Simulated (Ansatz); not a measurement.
## La$_{2}$WN$_{4}$ (space group I4/mmm, No. 139; a hypothetical phase, not in the database extracts checked)

```
CELL_PARAMETERS angstrom
     -1.97999     1.97999     6.30829
      1.97999    -1.97999     6.30829
      1.97999     1.97999    -6.30829
ATOMIC_POSITIONS crystal
  La 0.35536 0.35536 0.00000
  La 0.64464 0.64464 0.00000
  W  0.00000 0.00000 0.00000
  N  0.16332 0.16332 0.00000
  N  0.83668 0.83668 0.00000
  N  0.00000 0.50000 0.50000
  N  0.50000 0.00000 0.50000
```

Calculations: PBEsol (Ansatz, a first-principles code, PAW, spin-orbit coupling left out). k-mesh 17×17×17 (Γ-centred); smearing 0.05 eV (Fermi–Dirac).

```json
{
  "volume_per_atom": "14.13 Å³",
  "density": "8.69 g/cm³",
  "band_gap": "zero",
  "total_energy": "-3443.106 eV/atom (σ→0; compares only within this code and set-up)"
}
```

Spin-orbit coupling, missing from the scalar runs, can matter with W. No phonon test of stability was made. All final runs are without spin polarisation. The zero or small gap of La2WN4 can change with the level of theory.
